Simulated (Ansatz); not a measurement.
PBE against PBEsol: V3Si

Take V$_{3}$Si in the A15 (Cr3Si type) structure (space group Pm-3n, No. 223; a = 4.7012 Å) as the base.

(Cell as relaxed with PBE.)

Levels (all Ansatz, a program for electronic structure, PAW): PBE (420 eV, spin-orbit coupling left out); PBEsol (420 eV, spin-orbit coupling left out).

Each level relaxes its own structure.

```
quantity                  PBE    PBEsol
-------------------  --------  --------
volume per atom      12.99 Å³  12.56 Å³
lattice parameter a   4.701 Å   4.650 Å
band gap                 zero      zero
```

PBE's volume per atom lies 0.423 Å³ above PBEsol's (3.4 %); PBE's lattice parameter a lies 0.0517 Å above PBEsol's (1.1 %); the two agree on the band gap. Neither level is exact; PBEsol is the comparison here, not a measurement.

Stability against distortions was not tested. Seeded moments were not kept for the base. The final runs are not spin-polarised.
